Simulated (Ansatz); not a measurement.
Step by step: formation energy of Nb_W in W (bcc, Im-3m)

Subject: the formation energy of Nb_W in W (bcc, Im-3m). Reaction: 63 W (bcc) + Nb (bcc) → cell A.

A: a supercell of 64 sites of W (bcc, Im-3m) with Nb on a W site (8 W at 2.77 Å); spin state with PBE: run without spin.

Setting: static, neutral cells in Ansatz (PAW) whose structures rest at the PBE level. Ansatz (a quantum-chemistry and plane-wave program) runs with its default PAW set. Larger cells are relaxed from a start prepared with the learned potential CHGNet, on a coarser mesh till forces fall under 0.03 eV/Å, which some starts already meet. A dispersion term (D3(BJ), or D4 for r2SCAN) was computed beside these levels and is taken off wherever the name lacks it. The runs are scalar-relativistic, without spin-orbit coupling. Mesh and cell size may move defect energies by 0.1 eV or more. Cell A has symmetry Im-3m within 0.02 Å and got no random move, so less symmetric positions, which may lie lower, weren't tried.

Total energies of the cells in eV, at zero smearing width. They compare only within one column; the weights balance every element.

```csv
cell,atoms,weight,PBE
A: W:Nb_W,64,+1,-658796.69061
W (bcc),64,−63/64,-664628.88689
Nb (bcc),1,−1,-4552.28421
```

PBE: (-658796.69061) − 63/64 × (-664628.88689) − (-4552.28421) = -0.346 eV.
